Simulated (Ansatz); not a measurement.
AlN, thickness series

Take AlN in the wurtzite structure (space group P6_3mc, No. 186) as the base.

```xyz
4
Lattice="3.1067 0.0000 0.0000 -1.5534 2.6905 0.0000 0.0000 0.0000 4.9785" Properties=species:S:1:pos:R:3 pbc="T T T"
Al     0.0000     1.7937     4.9615
Al     1.5534     0.8968     2.4723
N      0.0000     1.7937     1.8829
N      1.5534     0.8968     4.3721
```

Cartesian axes are those of the cell as printed.

Free-standing slabs (4 atom(s) a layer) normal to the y axis with 15 Å of vacuum; in-plane cell held at bulk.

Method: DFT with r2SCAN, PAW potentials and a 500 eV plane-wave cutoff in Ansatz (a quantum-chemistry and plane-wave program), without spin-orbit coupling.

Notes on the quantities. excess energy per area of both faces: slab less bulk energy over the cell's area: twice a surface energy.

```json
[
 {"change": "base", "excess energy per area of both faces": "–", "band gap": "4.88 eV", "gap character": "–", "smallest direct gap": "4.88 eV", "thickness between the outermost nuclei": "–"},
 {"change": "1 layer", "excess energy per area of both faces": "–", "band gap": "3.63 eV", "gap character": "indirect, Γ–X (69 % along) → Γ", "smallest direct gap": "3.79 eV", "thickness between the outermost nuclei": "0.72 Å"},
 {"change": "2 layers", "excess energy per area of both faces": "4.50 J/m²", "band gap": "3.07 eV", "gap character": "indirect, k = (0.182, 0, 0) in the run's primitive reciprocal basis → Γ", "smallest direct gap": "3.16 eV", "thickness between the outermost nuclei": "3.48 Å"},
 {"change": "3 layers", "excess energy per area of both faces": "4.78 J/m²", "band gap": "3.07 eV", "gap character": "indirect, Γ–X (33 % along) → Γ", "smallest direct gap": "3.15 eV", "thickness between the outermost nuclei": "6.17 Å"},
 {"change": "4 layers", "excess energy per area of both faces": "4.83 J/m²", "band gap": "3.18 eV", "gap character": "indirect, U → Γ", "smallest direct gap": "3.27 eV", "thickness between the outermost nuclei": "8.86 Å"}
]
```

Slab and bulk use different k-meshes, which limits the precision of the excess energy. No phonon test of stability was made. k-point labels follow each cell's own Brillouin zone.
